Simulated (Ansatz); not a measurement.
**PbTe under a change: x(S) = 0.75, 8 atoms, C2/m**

Base system: PbTe in the rock salt structure (space group Fm-3m, No. 225; a = 6.534 Å).

The other end (x = 1) is PbS in the rock salt structure (space group Fm-3m, No. 225): 26.66 Å³/atom, gap 0.69 eV.

Perturbation: a fraction x = 0.75 of the Te sites is given to S, ordered in a cell of 8 atoms (starting symmetry C2/m) and fully relaxed.

All numbers come from Ansatz (a program for electronic structure), r2SCAN, PAW, cutoff 500 eV, scalar-relativistic without spin-orbit coupling. k-mesh 8×8×5 (Γ-centred); smearing 0.05 eV (Fermi–Dirac), for the changed cell.

```json
[
 {"quantity": "volume per atom", "base": "34.87 Å³", "changed": "28.54 Å³", "shift": "-6.338 Å³"},
 {"quantity": "density", "base": "7.97 g/cm³", "changed": "7.66 g/cm³", "shift": "-0.31 g/cm³"},
 {"quantity": "shortest interatomic distance", "base": "3.267 Å", "changed": "2.990 Å", "shift": "-0.277 Å"},
 {"quantity": "band gap", "base": "1.09 eV", "changed": "0.82 eV", "shift": "-0.27 eV"},
 {"quantity": "gap character (in this cell's own zone, which can be folded)", "base": "–", "changed": "direct at Γ", "shift": "–"},
 {"quantity": "mixing energy", "base": "–", "changed": "+28 meV/atom", "shift": "–"},
 {"quantity": "bowing parameter b of this ordering, from Eg = [1−x] Eg[0] + x Eg[1] − b x [1−x]", "base": "–", "changed": "-0.2 eV", "shift": "–"},
 {"quantity": "mean first-shell distances", "base": "–", "changed": "Te–Pb 3.187 Å (end compound 3.267 Å), S–Pb 3.018 Å (end compound 2.987 Å)", "shift": "–"}
]
```

These are small ordered cells, not random alloys; other orderings at the same x differ. Spin-orbit coupling, missing from the scalar runs, can matter with Pb and Te. Stability against distortions was not tested. k-point labels follow each cell's own Brillouin zone.
